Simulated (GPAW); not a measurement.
# Pressure against volume in hcp Sc (space group 194) (GPAW, LDA)

```yaml
crystal:
  lattice:
    - [3.18126, 0.00000, 0.00000]
    - [-1.59063, 2.75506, 0.00000]
    - [0.00000, 0.00000, 5.06503]
  atoms:
    - { symbol: Sc, position: [0.66667, 0.33333, 0.75000] }
    - { symbol: Sc, position: [0.33333, 0.66667, 0.25000] }
```

Method of the run: LDA (Perdew-Wang 92), GPAW PAW datasets LDA (gpaw-data 1.0.1) (plane waves; GPAW). Settings: mode = pw; ecut = 780 eV; xc = LDA; kpts = 21 21 11; mesh shift (steps) = 0 0 0; occupations.name = fermi-dirac; occupations.width = 0.05 eV; nbands = -8; convergence.density = 1e-05 e/electron; convergence.energy = 1e-05 eV/electron; symmetry.symmorphic = false; symmetry.tolerance = 0.0005; maxiter = 100. The cell above is the first row's. The rows scale it uniformly. In all rows fractional positions and the k mesh are held.

```csv
V (Å^3/atom),P (GPa)
22.1964,1.06
22.6789,-0.28
23.1615,-1.51
23.6440,-2.64
24.1265,-3.66
24.6090,-4.60
25.0916,?
```

The 6 complete rows are fitted with a cubic, P against V. With u = V - 23.4, the rows have u = -1.2036, -0.7211, -0.2385, 0.2440, 0.7265, 1.2090. Least squares gives P = -2.080 - 2.3325·u + 0.2178·u² - 0.0099·u³. Residuals (row less fit): 0.000, 0.001, 0.001, -0.004, 0.003, -0.001; standard error 0.004 (degrees of freedom: 2). The fitted pressure is zero at V0 = 22.57, where dP/dV = -2.712, so B0 = -V0·dP/dV = 61.2 GPa.

**Question.** Predict the withheld P at V = 25.0916 from the fit, and compare with the calculation.

**Answer.** u = 1.6916, so P = -2.080 - 2.3325 × 1.6916 + 0.2178 × 1.6916² - 0.0099 × 1.6916³ = -5.450 GPa. The calculation gives -5.44 GPa, 0.010 GPa above the prediction (0.2 % of the range of P in the table). The row lies outside the fitted rows, so this is an extrapolation. From the scatter of the fitted rows alone, a prediction at this place has a standard error of 0.014 GPa, so the miss is 0.7 times that.

Carrying the step between the two nearest rows on in a straight line would have given -5.54, off by 0.10; series whose last step already gives the withheld value aren't shown. The scan was laid around a cell of about the measured size, scaled by a guess for this functional; axis ratios and inner coordinates come from that cell. The runs keep the symmetry of the cell, so they don't test it for distortions. The shape of the cell and the inner coordinates aren't relaxed, so V0 and B0 belong to this uniform scaling; a relaxed crystal lies no higher in energy and is usually softer. 2 of the planned runs didn't end soundly and are left out. Cutoffs and mesh are single choices, not tested for convergence of this quantity. Series with a scatter that would blur these digits, or in which a gap closes, are not shown.
